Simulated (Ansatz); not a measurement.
Density of states of GaAlN2 (P3m1) below the valence band maximum, PBEsol, rigid bands in Ansatz (an electronic-structure program); cell volume 43.7 Å³.

| energy from edge (eV) | 10⁻³ states/eV/cell |
|---|---|
| 0.006 | 102 |
| 0.031 | 245 |
| 0.056 | 338 |
| 0.081 | 432 |
| 0.106 | 541 |
| 0.131 | 639 |
| 0.156 | 720 |
| 0.181 | 799 |
| 0.206 | 894 |
| 0.231 | 973 |
| 0.256 | 1000 |
| 0.281 | 1030 |
| 0.319 | 1070 |
| 0.344 | 1090 |
| 0.369 | 1120 |
| 0.394 | 1150 |
| 0.419 | 1180 |
| 0.444 | 1210 |
| 0.469 | 1240 |
| 0.494 | 1270 |
| 0.519 | 1310 |
| 0.544 | 1340 |
| 0.569 | 1380 |
| 0.594 | 1420 |

**Question.** What effective density of states at 300 K does this give (∫ g(E) exp(−E/k_BT) dE, both spins, divided by the cell's size)?

**Answer.** 1.2e20 cm⁻³, a density-of-states mass of 2.8 mₑ, valleys and band degeneracy included.

Spin-orbit coupling is left out; where it splits the top of the valence band, N_v and the p-type Seebeck coefficient come out somewhat high without it. Geometry: cell and atoms relaxed with PBEsol.

Computed structure, not matched to a measured one here, so possibly hypothetical: GaAlN2 (P3m1).
